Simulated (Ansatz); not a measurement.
# CuI: Cu → Sb

Consider CuI in the zinc blende structure (space group F-43m, No. 216; a = 6.023 Å).

Perturbation: Sb takes the place of Cu on all its sites, then cell and atoms are relaxed.

Method: Kohn–Sham DFT with the r2SCAN functional, run in Ansatz (a quantum-chemistry and plane-wave program) with PAW and 500 eV plane waves, scalar-relativistic without spin-orbit coupling. k-mesh 11×11×11 (Γ-centred); smearing 0.05 eV (Fermi–Dirac), for the changed cell.

The volume per atom grows by 22.73 Å³ to 50.04 Å³ and the density shrinks by 1.66 g/cm³ to 4.13 g/cm³. The lattice parameter a increases by 1.347 Å, from 6.023 Å to 7.370 Å and the shortest interatomic distance increases by 0.583 Å, from 2.608 Å to 3.191 Å. The band gap becomes zero (base: 1.67 eV).

Cost of the whole job for the changed cell (relaxation, final SCF and bands): about 2.8 core-minutes (a rough figure).

With I present, leaving out spin-orbit coupling can change the band edges. No phonon test of stability was made. As relaxed here, SbI is a hypothetical phase, not in the database extracts checked. The final runs are not spin-polarised.
